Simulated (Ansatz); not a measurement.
Base system: LiNbO3 (space group R-3, No. 148).

```yaml
crystal:
  lattice:
    - [2.59760, 1.49972, 4.72631]
    - [-2.59760, 1.49972, 4.72631]
    - [0.00000, -2.99945, 4.72631]
  atoms:
    - { symbol: Li, position: [0.35682, 0.35682, 0.35682] }
    - { symbol: Li, position: [0.64318, 0.64318, 0.64318] }
    - { symbol: Nb, position: [0.14446, 0.14446, 0.14446] }
    - { symbol: Nb, position: [0.85554, 0.85554, 0.85554] }
    - { symbol: O, position: [0.21570, 0.56109, 0.95688] }
    - { symbol: O, position: [0.78430, 0.43891, 0.04312] }
    - { symbol: O, position: [0.56109, 0.95688, 0.21570] }
    - { symbol: O, position: [0.43891, 0.04312, 0.78430] }
    - { symbol: O, position: [0.95688, 0.21570, 0.56109] }
    - { symbol: O, position: [0.04312, 0.78430, 0.43891] }
```

Cartesian axes are those of the cell as printed.

The values are results of DFT with PBEsol, PAW potentials and a 420 eV plane-wave cutoff in Ansatz (an electronic-structure program), no spin-orbit coupling, not measurements.

Strains are applied to the cell and any free atomic positions relax; under biaxial strain the out-of-plane vector relaxes too.

One change was made to it. Results:

The pressure (mean of the normal stresses, compression positive) goes from zero to -2.52 GPa; the energy goes up by 2.5 meV/atom.

Problem. Which change produced these results?
A. isotropic strain +0.94 %
B. biaxial strain +1.41 %, plane normal [001], relaxed out of plane
C. uniaxial strain ε_xx = −3.22 %

Solution. A, isotropic strain +0.94 %. For comparison, the energy relative to the base in the other runs: biaxial strain +1.41 %, plane normal [001], relaxed out of plane gives +4.3 meV/atom; uniaxial strain ε_xx = −3.22 % gives +8.1 meV/atom.

Whether these cells are dynamically stable was not tested.
